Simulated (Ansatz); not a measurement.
System: AlB2-type HfB2. Method: RPBE (plane waves, PAW; Ansatz, an electronic-structure program).

Settings: plane-wave cutoff 520 eV, 24×24×16 k mesh (along the axes of the cell as run), Fermi–Dirac smearing 0.05 eV, scalar-relativistic PAW data made under PBE.

Response to compression and expansion:

Shape and atoms are relaxed at each volume.

```
V (Å³/atom)  P (GPa)  c (Å)  a (Å)
-----------  -------  -----  -----
9.724          10.51  3.452  3.124
9.926           5.00  3.480  3.143
10.129          0.00  3.508  3.162
10.331         -4.53  3.536  3.181
10.534         -8.63  3.564  3.200
```

Note: the bulk modulus comes from volumes at which shape and atoms were relaxed.
